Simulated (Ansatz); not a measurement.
Energy from pressure between two volumes: InSb (R3m, 2 atoms in the cell)

```
InSb
1.0
    0.00000     3.23028     3.23028
    3.23028     0.00000     3.23028
    3.23028     3.23028     0.00000
In Sb
1 1
Direct
  0.00447   0.00447   0.00447
  0.25000   0.25000   0.25000
```

Level of theory: LDA (PW92), default PAW files made with PBE (plane waves; Ansatz, a quantum-chemistry and plane-wave program).

Settings: basis.ecutwfc = 74.2 Ry; kpoints.mp_grid.grid = 7 7 7; hamiltonian.xc = lda; hamiltonian.pseudopotentials = {kind: paw} (the program's default PAW files); scf.occupations.method = fermi_dirac; scf.occupations.width = 0.0007 Ry. This cutoff ends a ladder whose last two steps agree within 1 meV/atom.

The second cell is the first with its lattice scaled by 0.98, at the same fractional positions.

The starting cell has typed, rounded lattice constants, without a prior relaxation at this level. Its lattice was rescaled by up to half a per cent. One atom was moved a little off its site on purpose. Ansatz's pressure includes its estimate of the finite-basis (Pulay) stress. The run gives no clean gap (levels at the Fermi energy touch, overlap or are partly filled at this smearing), which alone does not show that the compound is a metal.

| cell | volume (Å³/atom) | pressure (GPa) | F less the first cell's (meV/atom) |
|---|---|---|---|
| first | 33.7070 | -0.16 | 0.00 |
| second | 31.7248 | 3.05 | ? |

Estimate the energy of the second cell from the pressures, and the bulk modulus between the two volumes.

With P = −dF/dV, the trapezoid gives ΔF ≈ −(P₁ + P₂)/2 · ΔV = −(1.445 GPa) · (-1.9822 Å³) = 17.88 meV/atom (1 eV/Å³ = 160.22 GPa). The modulus at fixed fractional positions is B = −ΔP/Δln V = 53 GPa, a mean over the interval. P(V) is curved, so the trapezoid lies high by about |ΔV|³·B·(1 + B′)/(12·V̄²) = 1.00 meV/atom for an assumed B′ = 4, which leaves 16.88 meV/atom. The runs gave 16.69 meV/atom, a miss of 0.19 meV/atom. Cases were kept where this miss is small, so the page shows the method and is no test of it.

Left out of this page: 15 runs of the series outside the window shown, repeating another row's setting, or not comparable.

Keys are those of Ansatz 0.2.
